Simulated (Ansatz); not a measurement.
Base system: BAs in the zinc blende structure (space group F-43m, No. 216; a = 4.768 Å). Axes: x, y, z lie along the cube axes.

The values are results of Kohn–Sham DFT with the PBEsol functional, run in Ansatz (a program for electronic structure) with PAW and 420 eV plane waves, no spin-orbit coupling, not measurements.

Base values:

- Band gap: 1.08 eV
- Pressure: 0.00 GPa

It is then changed as follows: biaxial strain +4.07 %, plane normal [001], relaxed out of plane (Cartesian); in-plane vectors clamped, the third vector and the atoms free.

Problem. What does the calculation give for the band gap, out-of-plane strain and pressure after the change?

Solution. The band gap falls by 0.80 eV to 0.28 eV; the out-of-plane strain comes out as -2.14 %; the pressure (mean of the normal stresses, compression positive) goes from zero to -7.27 GPa.

Stability against distortions was not tested. A zero or small gap of BAs under biaxial strain +4.07 %, plane normal [001], relaxed out of plane can be the functional's error rather than a property of the material.
